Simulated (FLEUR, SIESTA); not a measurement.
A SIESTA input for a self-consistent single point of Sr (Fm-3m, 1 atom in the cell) (DFT, GGA PBE, numerical atomic orbitals DZP, PseudoDojo PBE standard norm-conserving potentials (rewritten from UPF to PSML)):

```
# files in the folder: Sr.psml (PseudoDojo PBE standard)
SystemName  Sr
SystemLabel Sr

NumberOfAtoms                1
NumberOfSpecies              1
%block ChemicalSpeciesLabel
  1 38 Sr
%endblock ChemicalSpeciesLabel
LatticeConstant              1.0 Ang
%block LatticeVectors
     0.000000000    2.904555000    2.904555000
     2.904555000    0.000000000    2.904555000
     2.904555000    2.904555000    0.000000000
%endblock LatticeVectors
AtomicCoordinatesFormat      Fractional
%block AtomicCoordinatesAndAtomicSpecies
     0.000000000    0.000000000    0.000000000  1
%endblock AtomicCoordinatesAndAtomicSpecies

XC.functional                GGA
XC.authors                   PBE
PAO.BasisSize                DZP
PAO.EnergyShift              0.01 Ry
MeshCutoff                   400 Ry
%block kgrid.MonkhorstPack
    8   0   0  0.0
    0   8   0  0.0
    0   0   8  0.0
%endblock kgrid.MonkhorstPack
OccupationFunction           FD
ElectronicTemperature        100.0 meV

MaxSCFIterations             150
SCF.Mixer.Method             Broyden
SCF.Mixer.Weight             0.2
SCF.Mixer.History            8
SCF.DM.Tolerance             1.0E-04
Diag.ParallelOverK           true
WriteForces                  true
```

Question: Translate this input to FLEUR.

Answer: This is the input that was run; spellings and numerical settings could be chosen otherwise.

Input of the input generator:

```
Sr crystal
&input film=f /
-0.0000000000 5.4888134639 5.4888134639
5.4888134639 0.0000000000 5.4888134639
5.4888134639 5.4888134639 -0.0000000000
1.0
1.0 1.0 1.0

1
38 0.0000000000 0.0000000000 0.0000000000

&comp jspins=1 /
&kpt div1=8 div2=8 div3=8 gamma=t /
&end /
```

```xml
<?xml version="1.0" encoding="UTF-8" standalone="no"?>
<fleurInput fleurInputVersion="0.39">
   <comment>
      Sr crystal                                                                                          
   </comment>
   <calculationSetup>
      <cutoffs Kmax="3.8" Gmax="15.2" GmaxXC="15.2" numbands="0"/>
      <scfLoop itmax="100" minDistance="0.00001" maxIterBroyd="40" imix="Anderson" alpha="0.05" precondParam="0.0" spinf="2.0"/>
      <coreElectrons ctail="T" frcor="F" kcrel="0" coretail_lmax="0"/>
      <xcFunctional name="pbe" relativisticCorrections="F"/>
      <magnetism jspins="1"/>
      <soc l_soc="F" theta="0.0" phi="0.0" spav="F"/>
      <expertModes spex="0" secvar="F"/>
      <geometryOptimization l_f="T" forcealpha="1.0" forcemix="BFGS" epsdisp="0.00001" epsforce="0.00001"/>
      <ldaU l_linMix="F" mixParam="0.05" spinf="1.0"/>
   </calculationSetup>
   <cell>
      <bzIntegration valenceElectrons="10.0" mode="hist" fermiSmearingEnergy="0.00367493">
         <kPointListSelection listName="default-1"/>
         <!-- k-points included here -->
         <xi:include xmlns:xi="http://www.w3.org/2001/XInclude" href="kpts.xml"> </xi:include>
      </bzIntegration>
      <!-- symmetry operations included here -->
      <xi:include xmlns:xi="http://www.w3.org/2001/XInclude" href="sym.xml"> </xi:include>
      <bulkLattice scale="1.0">
         <bravaisMatrix>
            <row-1>    0.0000000000000000     5.4888134638999997     5.4888134638999997</row-1>
            <row-2>    5.4888134638999997     0.0000000000000000     5.4888134638999997</row-2>
            <row-3>    5.4888134638999997     5.4888134638999997     0.0000000000000000</row-3>
         </bravaisMatrix>
      </bulkLattice>
   </cell>
   <atomSpecies>
      <species name="Strontium (Sr)" element="Sr" atomicNumber="38">
         <mtSphere radius="2.68" gridPoints="925" logIncrement="0.014"/>
         <atomicCutoffs lmax="10" lnonsphr="8"/>
         <electronConfig flipSpins="F">
            <coreConfig>(1s1/2) (2s1/2) (2p1/2) (2p3/2) (3s1/2) (3p1/2) (3p3/2) (3d3/2) (3d5/2)</coreConfig>
            <valenceConfig>(4s1/2) (4p1/2) (4p3/2) (5s1/2)</valenceConfig>
         </electronConfig>
         <energyParameters s="5" p="5" d="4" f="4"/>
         <lo type="SCLO" l="0" n="4" eDeriv="0"/>
         <lo type="SCLO" l="1" n="4" eDeriv="0"/>
      </species>
   </atomSpecies>
   <atomGroups>
      <atomGroup species="Strontium (Sr)">
         <relPos label="                   1">.0000000000 .0000000000 .0000000000</relPos>
         <force calculate="T" relaxXYZ="TTT"/>
      </atomGroup>
   </atomGroups>
   <output dos="F" band="F" slice="F">
      <checks vchk="F" cdinf="F"/>
      <bandDOS minEnergy="-.5*Htr" maxEnergy="0.5*Htr" sigma="0.015" storeEVData="T"/>
      <vacuumDOS vacdos="F" integ="F" star="F" nstars="0" locx1="0.0" locy1="0.0" locx2="0.0" locy2="0.0" nstm="0" tworkf="0.0"/>
      <unfoldingBand unfoldBand="F" supercellX="1" supercellY="1" supercellZ="1"/>
      <plotting iplot="0" polar="F">
         <plot TwoD="T" vec1="  1.0  0.0  0.0" vec2="  0.0  1.0  0.0" vec3="  0.0  0.0  1.0" zero="  0.0  0.0  0.0" file="plot"/>
      </plotting>
      <chargeDensitySlicing numkpt="0" minEigenval="0.0" maxEigenval="0.0" nnne="0" pallst="F"/>
      <specialOutput eonly="F"/>
      <magneticCircularDichroism mcd="F" energyLo="-10.0" energyUp="0.0"/>
   </output>
  <!-- We include the file relax.xml here to enable relaxations (see documentation) -->
  <xi:include xmlns:xi="http://www.w3.org/2001/XInclude" href="relax.xml"> <xi:fallback/> </xi:include>
</fleurInput>
```

Basis settings and potentials, where a program has them, do not carry over. This input uses DFT, PBE, all-electron FLAPW (FLEUR), scalar-relativistic valence.

The starting cell comes from a database of computed structures (which also holds hypothetical and non-ambient phases and stackings), without a prior relaxation at this level. Its lattice was rescaled by a random factor within 2.5 % of one. For this run, on top of that: lattice scaled by 0.98.
